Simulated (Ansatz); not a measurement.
# MgSe: pressure 7.5 GPa

Start from MgSe in the rock salt structure (space group Fm-3m, No. 225; a = 5.508 Å).

Now apply this change: cell and atoms relaxed at a pressure of 7.5 GPa.

The values are results of PBE (Ansatz, an electronic-structure program, PAW, without spin-orbit coupling), not measurements. k-mesh 10×10×10 (Γ-centred); smearing 0.05 eV (Fermi–Dirac).

* **Volume per atom**: 18.89 Å³ (base 20.89 Å³)
* **Density**: 4.54 g/cm³ (base 4.10 g/cm³)
* **Shortest interatomic distance**: 2.663 Å (base 2.754 Å)
* **Enthalpy H = E + PV relative to the base's energy**: +0.93 eV/atom
* **Band gap**: 1.94 eV (base 1.77 eV)
* **Gap character**: indirect, Γ → X (base indirect, Γ → X)
* **Smallest direct gap**: 3.10 eV (base 2.40 eV)
* **Electron mass**: 0.50 mₑ along k, 0.24 mₑ across (at X) (base 0.48 mₑ along k, 0.24 mₑ across (at X))
* **Valley order (the lowest conduction-band minima on the path, energy above the VBM, named in the base's zone)**: X along ⟨100⟩ 1.94 eV; Γ 3.10 eV (base X along ⟨100⟩ 1.77 eV; Γ 2.40 eV)

Final structure:

```xyz
2
Lattice="0.0000 2.6633 2.6633 2.6633 0.0000 2.6633 2.6633 2.6633 0.0000" Properties=species:S:1:pos:R:3 pbc="T T T"
Se     0.0000     0.0000     0.0000
Mg     2.6633     2.6633     2.6633
```

Load acts through the strain it causes; cell and atoms are relaxed under it. Effective masses come from finite differences of ±0.01 Å⁻¹. Along k means along the line from Γ to the band edge. Stability against distortions was not tested. No other phases were tried under pressure.
